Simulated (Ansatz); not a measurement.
Start from Ti in the hcp (Mg type) structure (space group P6_3/mmc, No. 194).

```
Ti
1.0
    2.93591     0.00000     0.00000
   -1.46796     2.54258     0.00000
    0.00000     0.00000     4.63642
Ti
2
Cartesian
  0.00000   1.69505   3.47731
  1.46796   0.84753   1.15910
```

Cartesian axes are those of the cell as printed.

Calculations: Kohn–Sham DFT with the r2SCAN functional, run in Ansatz (an electronic-structure program) with PAW and 500 eV plane waves, without spin-orbit coupling.

Base values:

```
Item                            Result
-----------------------------  -------
Shortest interatomic distance  2.872 Å
```

One thing is altered: a free-standing slab of 2 layers (2 atoms, 1 a layer) is cut normal to the z axis, with 15 Å of vacuum and the in-plane cell held at bulk.

### Question
How does this affect the excess energy per area of both faces?

### Answer
The excess energy per area of both faces (slab less bulk energy over the cell's area: twice a surface energy) comes out as 4.15 J/m² (uncertain by up to 0.04 J/m²).

### Question
What happens to the shortest interatomic distance?

### Answer
The shortest interatomic distance shrinks by 0.2134 Å to 2.658 Å.

Slab and bulk use different k-meshes, which limits the precision of the excess energy. Stability against distortions was not tested. The final runs are not spin-polarised.
